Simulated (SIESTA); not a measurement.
SIESTA run on CsHO (Cmc2_1, 6 atoms in the cell): self-consistent single point

Method of the run: SIESTA with LDA PW92, numerical atomic orbitals DZP, PseudoDojo LDA standard norm-conserving potentials (rewritten from UPF to PSML).

Input as run:

```
# files in the folder: Cs.psml H.psml O.psml (PseudoDojo LDA standard)
SystemName  CsHO
SystemLabel CsHO

NumberOfAtoms                6
NumberOfSpecies              3
%block ChemicalSpeciesLabel
  1 55 Cs
  2 1 H
  3 8 O
%endblock ChemicalSpeciesLabel
LatticeConstant              6.069580 Ang
%block LatticeVectors
     0.354993591   -0.934868805    0.000000000
     0.354993591    0.934868805    0.000000000
     0.000000000    0.000000000    0.739879366
%endblock LatticeVectors
AtomicCoordinatesFormat      Ang
%block AtomicCoordinatesAndAtomicSpecies
     2.154662000   -4.103966011    3.308295774  1
     2.154662000    4.103966011    1.062917274  1
     2.154662000   -0.374614711    2.728583953  2
     2.154662000    0.374614711    0.483205453  2
     2.154662000   -1.040205527    3.437315223  3
     2.154662000    1.040205527    1.191936723  3
%endblock AtomicCoordinatesAndAtomicSpecies

XC.functional                LDA
XC.authors                   PW92
PAO.BasisSize                DZP
PAO.EnergyShift              0.01 Ry
MeshCutoff                   300 Ry
%block kgrid.MonkhorstPack
    6   0   0  0.0
    0   6   0  0.0
    0   0   6  0.0
%endblock kgrid.MonkhorstPack
OccupationFunction           FD
ElectronicTemperature        10 K

MaxSCFIterations             150
SCF.Mixer.Method             Pulay
SCF.Mixer.Weight             0.2
SCF.Mixer.History            6
SCF.DM.Tolerance             1.0E-05
Diag.ParallelOverK           true
WriteForces                  true
```

Log, with long lists cut:

```
reinit: Reading from file input.fdf

reinit: System Name: CsHO
reinit: System Label: CsHO

coor:   Atomic-coordinates input format  =     Cartesian coordinates
coor:                                          (in Angstroms)

siesta: Atomic coordinates (Bohr) and species
siesta:      4.07172  -7.75537   6.25177  1        1
siesta:      4.07172   7.75537   2.00862  1        2
siesta:      4.07172  -0.70792   5.15628  2        3
siesta:      4.07172   0.70792   0.91313  2        4
siesta:      4.07172  -1.96570   6.49558  3        5
siesta:      4.07172   1.96570   2.25243  3        6

siesta: System type = bulk

initatomlists: Number of atoms, orbitals, and projectors:      6    54    72

siesta: ******************** Simulation parameters ****************************
redata: Spin configuration                          = none
redata: Time-Reversal Symmetry                      = T
redata: Number of Atomic Species                    =        3
redata: Mesh Cutoff                                 =   300.0000 Ry
redata: Net charge of the system                    =     0.0000 |e|
redata: Min. number of SCF Iter                     =        0
redata: Max. number of SCF Iter                     =      150
redata: SCF convergence failure will abort job
redata: SCF mix quantity                            = Hamiltonian
redata: Mix DM or H after convergence               =   F
redata: Recompute H after scf cycle                 =   F
redata: Mix DM in first SCF step                    =   T
redata: No kicks to SCF
redata: DM Mixing Weight for Kicks                  =     0.5000
redata: Require Harris convergence for SCF          =   F
redata: Harris energy tolerance for SCF             =     0.000100 eV
redata: Require DM convergence for SCF              =   T
redata: DM tolerance for SCF                        =     0.000010
redata: Require EDM convergence for SCF             =   F
redata: EDM tolerance for SCF                       =     0.001000 eV
redata: Require H convergence for SCF               =   T
redata: Hamiltonian tolerance for SCF               =     0.001000 eV
redata: Require (free) Energy convergence for SCF   =   F
redata: (free) Energy tolerance for SCF             =     0.000100 eV
redata: Using DFT-D3 dispersion                     =   F
redata: Using Saved Data (generic)                  =   F
redata: Method of Calculation                       = Diagonalization
redata: Electronic Temperature                      =    10.0000 K
redata: Number of TDED substeps                     =        3
redata: Dynamics option                             = Single-point calculation
redata: Save all siesta data in one NC              =   F
redata: ***********************************************************************

%block SCF.Mixers
  Pulay
%endblock SCF.Mixers

%block SCF.Mixer.Pulay
  # Mixing method
  method pulay
  variant stable

  # Mixing options
  weight 0.2000
  weight.linear 0.2000
  history 6
%endblock SCF.Mixer.Pulay

DM_history_depth set to one: no extrapolation allowed by default for geometry relaxation
Size of DM history Fstack: 1
Total number of electrons:    32.000000
Total ionic charge:    32.000000

* ProcessorY, Blocksize:    1  55

* Orbital distribution balance (max,min):    54    54

k-point displ. along   1 input, could be:     0.00    0.50
k-point displ. along   2 input, could be:     0.00    0.50
k-point displ. along   3 input, could be:     0.00    0.50
 Kpoints in:          144 . Kpoints trimmed:          132

siesta: k-grid: Number of k-points = 132
siesta: k-points from Monkhorst-Pack grid
siesta: k-cutoff (effective) =    12.928 Ang
siesta: k-point supercell and displacements
siesta: k-grid:     6     0     0      0.000
siesta: k-grid:     0     6     0      0.000
siesta: k-grid:     0     0     6      0.000

diag: Algorithm                                     = D&C
diag: Parallel over k                               =   F
diag: Use parallel 2D distribution                  =   F
diag: Parallel block-size                           = 55
diag: Parallel distribution                         =     1 x     1
diag: Used triangular part                          = Lower
diag: Absolute tolerance                            =  0.100E-15
diag: Orthogonalization factor                      =  0.100E-05
diag: Memory factor                                 =  1.0000

superc: Internal auxiliary supercell:     7 x     7 x     5  =     245
superc: Number of atoms, orbitals, and projectors:   1470  13230  17640

                        Single-point calculation

superc: Internal auxiliary supercell:     7 x     7 x     5  =     245
superc: Number of atoms, orbitals, and projectors:   1470  13230  17640

outcell: Unit cell vectors (Ang):
        2.154662   -5.674261    0.000000
        2.154662    5.674261    0.000000
        0.000000    0.000000    4.490757

outcell: Cell vector modules (Ang)   :    6.069580    6.069580    4.490757
outcell: Cell angles (23,13,12) (deg):     90.0000     90.0000    138.4139
outcell: Cell volume (Ang**3)        :    109.8090
new_DM -- step:     1
Initializing Density Matrix...

Attempting to read DM from file... Failed...
DM filled with atomic data:

InitMesh: MESH = 60 x 60 x 60 = 216000
InitMesh: Mesh cutoff (required, used) =   300.000   309.020 Ry

stepf: Fermi-Dirac step function

        iscf     Eharris(eV)        E_KS(eV)     FreeEng(eV)     dDmax    Ef(eV) dHmax(eV)
   scf:    1    -2185.665509    -2199.819744    -2199.819744  0.694232 -5.422815 11.873467
   scf:    2    -2206.946792    -2203.872256    -2203.872256  0.181624 -5.220545  5.627115
   scf:    3    -2205.174048    -2205.044959    -2205.044959  0.221428 -5.969918  0.777173
   scf:    4    -2205.001380    -2205.098246    -2205.098246  0.074896 -6.241977  1.187606
   scf:    5    -2205.067003    -2205.132895    -2205.132895  0.088799 -4.713219  0.724014
   scf:    6    -2205.161163    -2205.156158    -2205.156158  0.042482 -4.647603  0.067191
   scf:    7    -2205.150406    -2205.153820    -2205.153820  0.006187 -4.636233  0.246185
   scf:    8    -2205.157201    -2205.156325    -2205.156325  0.010878 -4.646243  0.007438
   scf:    9    -2205.156327    -2205.156326    -2205.156326  0.000207 -4.645767  0.006072
   scf:   10    -2205.156328    -2205.156327    -2205.156327  0.000386 -4.646207  0.000049
   scf:   11    -2205.156327    -2205.156327    -2205.156327  0.000004 -4.646208  0.000030

SCF Convergence by DM+H criterion
max |DM_out - DM_in|         :     0.0000036426
max |H_out - H_in|      (eV) :     0.0000298948
SCF cycle converged after 11 iterations

Using DM_out to compute the final energy and forces

siesta: E_KS(eV) =            -2205.1563

siesta: E_KS - E_eggbox =     -2205.1563

siesta: Atomic forces (eV/Ang):
     1   -0.000000   -0.289963    0.089348
     2    0.000000    0.289963    0.089348
     3   -0.000000    0.814631   -0.981470
     4   -0.000000   -0.814631   -0.981470
     5    0.000000   -0.618740    0.893199
     6    0.000000    0.618740    0.893199
   Tot    0.000000    0.000000    0.002156
   Max    0.981470
   Res    0.567608    sqrt( Sum f_i^2 / 3N )
   Max    0.981470    constrained

Stress tensor Voigt[x,y,z,yz,xz,xy] (kbar):       19.41       -8.21      -14.01        0.00        0.00       -0.00
(Free)E + p*V (eV/cell)    -2205.0922
Target enthalpy (eV/cell)    -2205.1563

siesta: Program's energy decomposition (eV):
siesta: Ebs     =      -462.371353
siesta: Eions   =      3319.613517
siesta: Ena     =       766.081883
siesta: Ekin    =       918.945437
siesta: Enl     =        32.473218
siesta: Eso     =         0.000000
siesta: Edftu   =         0.000000
siesta: DEna    =        13.901680
siesta: DUscf   =         2.824619
siesta: DUext   =         0.000000
siesta: Ex      =      -550.434289
siesta: Ec      =       -69.335359
siesta: Exc     =      -619.769648
siesta: Eharris =     -2205.156327
siesta: Etot    =     -2205.156327
siesta: FreeEng =     -2205.156327

siesta: Atomic forces (eV/Ang):
siesta:      1   -0.000000   -0.289963    0.089348
siesta:      2    0.000000    0.289963    0.089348
siesta:      3   -0.000000    0.814631   -0.981470
siesta:      4   -0.000000   -0.814631   -0.981470
siesta:      5    0.000000   -0.618740    0.893199
siesta:      6    0.000000    0.618740    0.893199
siesta: ----------------------------------------
siesta:    Tot    0.000000    0.000000    0.002156

siesta: Stress tensor (static) (eV/Ang**3):
siesta:     0.012112    0.000000    0.000000
siesta:    -0.000000   -0.005122    0.000000
siesta:     0.000000    0.000000   -0.008743

siesta: Cell volume =        109.809019 Ang**3

siesta: Pressure (static):
siesta:                Solid            Molecule  Units
siesta:           0.00000636         -0.00013996  Ry/Bohr**3
siesta:           0.00058400         -0.01285031  eV/Ang**3
siesta:           0.93566826        -20.58846064  kBar
```

The run converged in 11 iterations.

The starting cell comes from a database of computed structures (which also holds hypothetical and non-ambient phases and stackings), without a prior relaxation at this level. Its lattice was rescaled by up to half a per cent. Values carry the incompleteness of an atom-centred basis. Forces in this geometry exceed 1 eV/Å.

Cost on one core of a shared machine: roughly 40 s.
